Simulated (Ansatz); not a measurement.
## ErSi (Cmcm, No. 63)

All values below come from r²SCAN+rVV10 (PAW; Ansatz, a first-principles code).

Numerical settings: plane-wave cutoff 500 eV, 10×10×10 k mesh, Fermi–Dirac smearing 0.05 eV, spin-polarised start, scalar-relativistic PAW data made under PBE.

Cell (relaxed at this level):

```cif
data_Er2Si2
_chemical_formula_sum 'Er2 Si2'
_space_group_name_H-M_alt 'P 1'
_space_group_IT_number 1
_cell_length_a 5.59744
_cell_length_b 5.59744
_cell_length_c 3.78425
_cell_angle_alpha 90.000
_cell_angle_beta 90.000
_cell_angle_gamma 135.861
loop_
_space_group_symop_operation_xyz
  'x, y, z'
loop_
_atom_site_label
_atom_site_type_symbol
_atom_site_fract_x
_atom_site_fract_y
_atom_site_fract_z
_atom_site_occupancy
Er1 Er 0.14132 0.85868 0.25000 1
Er2 Er 0.85868 0.14132 0.75000 1
Si1 Si 0.42345 0.57655 0.25000 1
Si2 Si 0.57655 0.42345 0.75000 1
```

```json
{
 "equilibrium_volume_per_atom": "20.64 Å³/atom"
}
```

Note: the magnetic order was assumed, not searched for or taken from measurement; the 4f shell is treated without U or exact exchange, so its levels and filling can be wrong.

Spin–orbit coupling is not included.

Computed values are for the static lattice.

The result took roughly 11 core-minutes.
